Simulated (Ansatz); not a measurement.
## Effect of pressure 15 GPa on ZnS

Consider ZnS in the zinc blende structure (space group F-43m, No. 216; a = 5.3566 Å).

Modification: cell and atoms relaxed at a pressure of 15 GPa.

Calculations: Ansatz (a program for electronic structure), PBEsol, PAW, cutoff 420 eV, no spin-orbit coupling. Settings: 11×11×11 k-points, 0.05 eV Fermi–Dirac smearing.

```tsv
quantity	base	changed	shift
volume per atom	19.21 Å³	16.71 Å³	-2.50 Å³
density	4.21 g/cm³	4.84 g/cm³	+0.63 g/cm³
lattice parameter a	5.357 Å	5.113 Å	-0.2433 Å
shortest interatomic distance	2.319 Å	2.214 Å	-0.105 Å
enthalpy H = E + PV relative to the base's energy	–	+1.67 eV/atom	–
band gap	2.09 eV	2.70 eV	+0.620 eV
gap character	direct at Γ	direct at Γ	–
width of the top valence band	2.86 eV	3.45 eV	+0.59 eV
electron mass	0.17 mₑ (at Γ)	0.19 mₑ (at Γ)	–
valley order (the lowest conduction-band minima on the path, energy above the VBM, named in the base's zone)	Γ 2.09 eV; X along ⟨100⟩ 3.17 eV; L along ⟨111⟩ 3.24 eV	Γ 2.70 eV; X along ⟨100⟩ 2.81 eV; L along ⟨111⟩ 3.46 eV	–
```

Cost of the whole job for the changed cell (relaxation, final SCF and bands): roughly 30 core-seconds.

Load acts through the strain it causes; cell and atoms are relaxed under it. Masses are band curvatures over ±0.01 Å⁻¹ around the edge. No phonon test of stability was made. Measured, ZnS leaves this structure (for rock salt) near 14.7 GPa (temperature not stated; as listed in Datta, Sujoy, Jana, Debnarayan, arXiv (2020)), on rising pressure, with hysteresis.
